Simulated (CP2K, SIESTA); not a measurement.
A CP2K input for a self-consistent single point of TiPt3 (Pm-3m, 4 atoms in the cell) (DFT PBE, GPW, DZVP-MOLOPT-SR-GTH basis, GTH-PBE potentials (GTH_POTENTIALS)):

```
&GLOBAL
  PROJECT run
  RUN_TYPE ENERGY_FORCE
  PRINT_LEVEL MEDIUM
&END GLOBAL
&FORCE_EVAL
  METHOD Quickstep
  STRESS_TENSOR ANALYTICAL
  &DFT
    BASIS_SET_FILE_NAME BASIS_MOLOPT
    POTENTIAL_FILE_NAME GTH_POTENTIALS
    &QS
      METHOD GPW
      EPS_DEFAULT 1E-10
    &END QS
    &MGRID
      CUTOFF 600
      REL_CUTOFF 60
      NGRIDS 5
    &END MGRID
    &SCF
      SCF_GUESS ATOMIC
      EPS_SCF 1E-6
      MAX_SCF 100
      ADDED_MOS 11
      &DIAGONALIZATION
        ALGORITHM STANDARD
      &END DIAGONALIZATION
      &MIXING
        METHOD BROYDEN_MIXING
        ALPHA 0.3
        NBUFFER 10
        BETA 1
      &END MIXING
      &SMEAR ON
        METHOD GAUSSIAN
        SIGMA [eV] 0.272
      &END SMEAR
    &END SCF
    &KPOINTS
      SCHEME MONKHORST-PACK 7 7 7
    &END KPOINTS
    &XC
      &XC_FUNCTIONAL PBE
      &END XC_FUNCTIONAL
    &END XC
    &PRINT
      &MO
        EIGENVALUES T
        OCCUPATION_NUMBERS T
        NDIGITS 8
        FILENAME mo
        &EACH
          QS_SCF 0
        &END EACH
        ADD_LAST NUMERIC
      &END MO
      &MULLIKEN ON
      &END MULLIKEN
    &END PRINT
  &END DFT
  &SUBSYS
    &CELL
      A 3.79642600 0.00000000 0.00000000
      B 0.00000000 3.79642600 0.00000000
      C 0.00000000 0.00000000 3.79642600
      PERIODIC XYZ
    &END CELL
    &COORD
      SCALED
      Ti       0.00000000     0.00000000     0.00000000
      Pt       0.50000000     0.50000000     0.00000000
      Pt       0.00000000     0.50000000     0.50000000
      Pt       0.50000000     0.00000000     0.50000000
    &END COORD
    &KIND Ti
      BASIS_SET DZVP-MOLOPT-SR-GTH-q12
      POTENTIAL GTH-PBE-q12
    &END KIND
    &KIND Pt
      BASIS_SET DZVP-MOLOPT-SR-GTH-q18
      POTENTIAL GTH-PBE-q18
    &END KIND
  &END SUBSYS
  &PRINT
    &FORCES ON
    &END FORCES
    &STRESS_TENSOR ON
    &END STRESS_TENSOR
  &END PRINT
&END FORCE_EVAL
```

Task: Give the SIESTA input for the same structure, mesh, smearing and functional.

Result: One input that does it (others would too):

```
# files in the folder: Ti.psml Pt.psml (PseudoDojo PBE standard)
SystemName  TiPt3
SystemLabel TiPt3

NumberOfAtoms                4
NumberOfSpecies              2
%block ChemicalSpeciesLabel
  1 22 Ti
  2 78 Pt
%endblock ChemicalSpeciesLabel
LatticeConstant              1.0 Ang
%block LatticeVectors
     3.796426000    0.000000000    0.000000000
     0.000000000    3.796426000    0.000000000
     0.000000000    0.000000000    3.796426000
%endblock LatticeVectors
AtomicCoordinatesFormat      Fractional
%block AtomicCoordinatesAndAtomicSpecies
     0.000000000    0.000000000    0.000000000  1
     0.500000000    0.500000000    0.000000000  2
     0.000000000    0.500000000    0.500000000  2
     0.500000000    0.000000000    0.500000000  2
%endblock AtomicCoordinatesAndAtomicSpecies

XC.functional                GGA
XC.authors                   PBE
PAO.BasisSize                DZP
PAO.EnergyShift              0.01 Ry
MeshCutoff                   400 Ry
%block kgrid.MonkhorstPack
    7   0   0  0.0
    0   7   0  0.0
    0   0   7  0.0
%endblock kgrid.MonkhorstPack
OccupationFunction           MP
OccupationMPOrder            0
ElectronicTemperature        0.272 eV

MaxSCFIterations             150
SCF.Mixer.Method             Pulay
SCF.Mixer.Weight             0.2
SCF.Mixer.History            6
SCF.DM.Tolerance             1.0E-04
Diag.ParallelOverK           true
WriteForces                  true
Charge.Mulliken              end
```

Basis, cutoffs, solver keys and any potentials are the target program's own. This input uses DFT, GGA PBE, numerical atomic orbitals DZP, PseudoDojo PBE standard norm-conserving potentials (rewritten from UPF to PSML). Both were run: pressure 37.89 GPa in CP2K and 33.16 in SIESTA.

On SIESTA: the starting cell comes from a database of computed structures (which also holds hypothetical and non-ambient phases and stackings), without a prior relaxation at this level. Its lattice was rescaled by a random factor within 2.5 % of one. For this run, on top of that: lattice scaled by 0.98. Spin polarisation is off. Values carry the incompleteness of an atom-centred basis. With a pressure of about 33 GPa the cell is away from its equilibrium volume at this level.

On CP2K: the starting cell comes from a database of computed structures (which also holds hypothetical and non-ambient phases and stackings), without a prior relaxation at this level. Its lattice was rescaled by a random factor within 2.5 % of one. For this run, on top of that: lattice scaled by 0.98. Spin polarisation is off. Values carry the incompleteness of an atom-centred basis. With a pressure of about 38 GPa the cell is away from its equilibrium volume at this level.
